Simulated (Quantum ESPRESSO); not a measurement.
Input and output of a self-consistent single point for LaMg (Pm-3m, 2 atoms in the cell) (Quantum ESPRESSO).

Computed with PBEsol, PseudoDojo standard norm-conserving (PBESOL) pseudopotentials (plane waves; Quantum ESPRESSO).

```
CELL_PARAMETERS angstrom
      4.05071     0.00000     0.00000
      0.00000     4.05071     0.00000
      0.00000     0.00000     4.05071
ATOMIC_POSITIONS crystal
  La 0.50000 0.50000 0.50000
  Mg 0.00000 0.00000 0.00000
```

Reference input (self-consistent single point, DFT, PBEsol, plane waves, PseudoDojo standard norm-conserving (PBESOL) pseudopotentials): ecutwfc = 110 Ry; occupations = smearing; smearing = mp; degauss = 0.0073499 Ry; potentials = {La: La.upf, Mg: Mg.upf}; K_POINTS = automatic 8 8 8 0 0 0; conv_thr = 1e-10 Ry; mixing_beta = 0.5. This run's input differs from it in these lines:

```diff
@@ -28,3 +28,3 @@
 K_POINTS automatic
-8 8 8  0 0 0
+13 13 13  0 0 0
 CELL_PARAMETERS angstrom
```

Output (repeated stretches shortened):

```
     Self-consistent Calculation

     iteration #  1     ecut=   110.00 Ry     beta= 0.50

     Threshold (ethr) on eigenvalues was too large:
     Diagonalizing with lowered threshold

     c_bands:  1 eigenvalues not converged
     c_bands:  1 eigenvalues not converged
     c_bands:  3 eigenvalues not converged
     c_bands:  2 eigenvalues not converged
     c_bands:  2 eigenvalues not converged
   [... 41 lines left out ...]
     c_bands:  4 eigenvalues not converged
     c_bands:  3 eigenvalues not converged
     c_bands:  1 eigenvalues not converged
     c_bands:  1 eigenvalues not converged

   [... lines left out ...]
     c_bands:  1 eigenvalues not converged

     total energy              =    -188.84470538 Ry
     estimated scf accuracy    <          2.8E-10 Ry

     iteration #  9     ecut=   110.00 Ry     beta= 0.50
     c_bands:  3 eigenvalues not converged
     c_bands:  1 eigenvalues not converged
     c_bands:  2 eigenvalues not converged
     c_bands:  1 eigenvalues not converged
     c_bands:  1 eigenvalues not converged
     c_bands:  1 eigenvalues not converged
     c_bands:  1 eigenvalues not converged
     c_bands:  1 eigenvalues not converged
     c_bands:  1 eigenvalues not converged
     c_bands:  1 eigenvalues not converged
     End of self-consistent calculation

     the Fermi energy is     7.7707 ev

!    total energy              =    -188.84470536 Ry
     estimated scf accuracy    <          3.1E-11 Ry
     smearing contrib. (-TS)   =      -0.00006691 Ry
     internal energy E=F+TS    =    -188.84463845 Ry

     convergence has been achieved in   9 iterations

     Forces acting on atoms (cartesian axes, Ry/au):

     atom    1 type  1   force =     0.00000000    0.00000000    0.00000000
     atom    2 type  2   force =     0.00000000    0.00000000    0.00000000

     Total force =     0.000000     Total SCF correction =     0.000000

          total   stress  (Ry/bohr**3)                   (kbar)     P=      -32.40
  -0.00022028   0.00000000   0.00000000          -32.40        0.00        0.00
   0.00000000  -0.00022028   0.00000000            0.00      -32.40        0.00
   0.00000000   0.00000000  -0.00022028            0.00        0.00      -32.40

   JOB DONE.
```

The run converged in 9 iterations. Against the reference run the free energy drops by 7.5 meV/atom and the pressure moves little (-3.21 to -3.24 GPa).

The starting cell comes from a database of computed structures (which also holds hypothetical and non-ambient phases and stackings), without a prior relaxation at this level. Its lattice was rescaled by a random factor within 2.5 % of one. With a pressure of about -3 GPa the cell is away from its equilibrium volume at this level.

Cost on one core of a shared machine: roughly 4 min.
